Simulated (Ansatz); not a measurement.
This concerns the surface energy of the Si(111) slab with 2 F, the mean of its two faces, with the listed reservoirs for the atoms in excess. Reaction: 12 Si (diamond) + F2 (gas) → cell A.

Cell A: a slab of Si (diamond, Fd-3m) cut along (111), 14 atoms, hexagonal cell of 3.87 Å (13.0 Å²), symmetry P-3m1 within 0.02 Å, 19.8 Å thick under 16 Å of vacuum, in-plane vectors held at the crystal's; planes from bottom to top: F | Si × 12 | F; added, foreign or displaced atoms, above the top plane and below the bottom plane: two times F bound to 1 Si at 1.62 Å; spin state with PBE: run without spin, k-point mesh 9×9×1.
```
CELL_PARAMETERS angstrom
      3.86767     0.00000     0.00000
     -1.93383     3.34950     0.00000
      0.00000     0.00000    35.83465
ATOMIC_POSITIONS crystal
  Si 0.00000 0.00000 0.26961
  Si 0.33333 0.66667 0.29074
  Si 0.33333 0.66667 0.35688
  Si 0.66667 0.33333 0.37890
  Si 0.66667 0.33333 0.44496
  Si 0.00000 0.00000 0.46696
  Si 0.00000 0.00000 0.53304
  Si 0.33333 0.66667 0.55504
  Si 0.33333 0.66667 0.62110
  Si 0.66667 0.33333 0.64312
  Si 0.66667 0.33333 0.70926
  Si 0.00000 0.00000 0.73039
  F  0.00000 0.00000 0.77563
  F  0.00000 0.00000 0.22437
```

Reference: Si (diamond, Fd-3m), 2 atoms in the cell, the relaxed perfect crystal repeated, atoms not moved again, k-point mesh 9×9×9 on the run's own vectors.

Reference: an isolated F2 molecule (singlet) in a box of 11 × 11 × 13 Å.

Plane-wave PAW calculations with Ansatz (a quantum-chemistry and plane-wave program), its PAW set soft_1, cutoff 420 eV. The structures are at rest with PBE, within the held lattices; other levels are single points on them. HSE06 runs on coarser k-point meshes, mended by the PBE difference between the two meshes. Neutral cells; Fermi-Dirac smearing of at most 0.05 eV in the solids, energies taken to zero width. The lattices are those relaxed with PBE, so at other levels the solids can be strained. A dispersion term (D3(BJ), or D4 for r2SCAN) was computed beside these levels and is taken off wherever the name lacks it. Space groups of crystals are read within 0.01 Å. Static lattices, no vibrational contributions. No structure search was made; lower ones may exist. No correction for cell size. Cell A has symmetry P-3m1 within 0.02 Å and got no random move, so less symmetric positions, which may lie lower, weren't tried.

What value does HSE06 give?

-4.46 J/m², for 12 Si (diamond) + F2 (gas) → cell A.
